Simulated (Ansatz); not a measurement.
## hcp Y (0 0 1) on tetragonal ZrO2 (1 0 1) (film strained to the substrate, started from cuts of the bulks and a machine-learned relaxation; slabs Zr8O20 and Y8, which can lie off the formulas)

A periodic stack without vacuum, hcp Y (0 0 1) on tetragonal ZrO2 (1 0 1) (film strained to the substrate, started from cuts of the bulks and a machine-learned relaxation; slabs Zr8O20 and Y8, which can lie off the formulas): substrate slab Zr8O20, film Y8, surface cells [[0, 1], [-1, 0]] and [[-1, 1], [-1, -1]], film strained by -1.0 and +1.1 %, outermost planes O/O and Y/Y as cut, which need not be the usual terminations and can put a slab off its formula.

The start was prepared with a machine-learned potential, and the result is one local minimum, with the in-plane cell held and forces under 0.04 eV/Å; the film can end far from its bulk form.

All values below come from PBE (plane waves to 420 eV, PAW; Ansatz, a program for electronic structure). No spin–orbit coupling; the runs are not spin-polarised; PBE gaps are too small against experiment. Its k-point mesh 5×9×1, Fermi–Dirac width 0.05 eV.

| Quantity | Value |
|---|---|
| interface area | 23.2 Å² |
| period | 24.04 Å |
| heights between the nearest atoms of the two slabs at the two interfaces | -1.04 and 0.64 Å |
| O–Y contacts across the interfaces within 1.22 times the sum of covalent radii | 21, mean 2.33 Å |
| Y–Zr contacts across the interfaces within 1.22 times the sum of covalent radii | 12, mean 3.54 Å |

```yaml
crystal:
  lattice:
    - [6.40406, 0.00074, -0.09830]
    - [-0.00031, 3.62138, 0.02314]
    - [-0.91590, 1.68823, 24.07006]
  atoms:
    - { symbol: Zr, position: [0.37844, 0.43487, 0.10794] }
    - { symbol: Zr, position: [0.86852, 0.93508, 0.10741] }
    - { symbol: O, position: [0.21767, 0.94514, 0.08785] }
    - { symbol: O, position: [0.86014, 0.98016, 0.01878] }
    - { symbol: O, position: [0.33828, 0.48394, 0.01114] }
    - { symbol: O, position: [0.66994, 0.45086, 0.07739] }
    - { symbol: Zr, position: [0.07852, 0.37206, 0.23219] }
    - { symbol: Zr, position: [0.56990, 0.87209, 0.23263] }
    - { symbol: O, position: [0.91631, 0.87924, 0.21817] }
    - { symbol: O, position: [0.58023, 0.91541, 0.14749] }
    - { symbol: O, position: [0.99756, 0.41843, 0.14054] }
    - { symbol: O, position: [0.36136, 0.39104, 0.19558] }
    - { symbol: Zr, position: [0.77725, 0.30847, 0.35844] }
    - { symbol: Zr, position: [0.26478, 0.80916, 0.35734] }
    - { symbol: O, position: [0.60409, 0.81284, 0.34979] }
    - { symbol: O, position: [0.28355, 0.85269, 0.27130] }
    - { symbol: O, position: [0.67544, 0.35371, 0.26881] }
    - { symbol: O, position: [0.05710, 0.32808, 0.31973] }
    - { symbol: Zr, position: [0.45859, 0.24363, 0.48670] }
    - { symbol: Zr, position: [0.92959, 0.74602, 0.48190] }
    - { symbol: O, position: [0.26730, 0.74192, 0.49029] }
    - { symbol: O, position: [0.97521, 0.78933, 0.39628] }
    - { symbol: O, position: [0.34264, 0.28732, 0.40034] }
    - { symbol: O, position: [0.74844, 0.26375, 0.44686] }
    - { symbol: O, position: [0.94496, 0.66948, 0.63396] }
    - { symbol: O, position: [0.66097, 0.72321, 0.52677] }
    - { symbol: O, position: [0.00439, 0.21783, 0.53799] }
    - { symbol: O, position: [0.42026, 0.19894, 0.57477] }
    - { symbol: Y, position: [0.24078, 0.69088, 0.59074] }
    - { symbol: Y, position: [0.75581, 0.18563, 0.60218] }
    - { symbol: Y, position: [0.95917, 0.62437, 0.72536] }
    - { symbol: Y, position: [0.46492, 0.11928, 0.73692] }
    - { symbol: Y, position: [0.32230, 0.56199, 0.85176] }
    - { symbol: Y, position: [0.81676, 0.06263, 0.85078] }
    - { symbol: Y, position: [0.17369, 0.99777, 0.98386] }
    - { symbol: Y, position: [0.67019, 0.49752, 0.98453] }
```
